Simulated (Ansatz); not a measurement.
Base system: MnSi (space group P2_13, No. 198; a = 4.5182 Å; ferromagnetic).

Level of theory: PBE in Ansatz (plane waves to 420 eV, PAW, no SOC), earlier PAW set.

Before the change:

```
Quantity   Result
--------  -------
Pressure  0.0 GPa
```

One thing is altered: an isotropic linear strain of −0.35 %; the atoms relax in the strained cell.

Task: What does the calculation give for the energy relative to the base after the change?

Result: The energy goes up by 0.8 meV/atom.

Task: Estimate the effect on the pressure.

Result: The pressure goes from zero to 2.2 GPa.

Other magnetic orders, which the real material may have, were not ruled out. Whether these cells are dynamically stable was not tested.

Ansatz is an electronic-structure program.
